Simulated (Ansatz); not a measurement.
Pressure series in hypothetical diamond B

Base system: B in the diamond structure (space group Fd-3m, No. 227; a = 4.032 Å; a hypothetical phase, not in the database extracts checked).

Cell and atoms are relaxed at each pressure.

Method: PBEsol (Ansatz, a quantum-chemistry and plane-wave program, PAW, without spin-orbit coupling).

```csv
pressure (GPa),volume per atom (Å³/atom)
-2,8.287
-1,8.240
0,8.196
0.3,8.182
0.7,8.164
1.5,8.130
3,?
5,7.984
10,7.795
```

Fit the third-order Birch–Murnaghan form P(V) = (3B₀/2)[(V₀/V)^(7/3) − (V₀/V)^(5/3)]·[1 + (3/4)(B₀′ − 4)((V₀/V)^(2/3) − 1)] (squares taken in P) to the rows shown and predict the withheld row.

Least squares on the printed values gives V₀ = 8.195 Å³/atom, B₀ = 183 GPa, B₀′ = 3.4; this predicts 8.066 Å³/atom, and the run gives 8.066 Å³/atom, in agreement.

Load acts through the strain it causes; cell and atoms are relaxed under it. Whether these cells are dynamically stable was not tested. No other phases were tried under pressure.
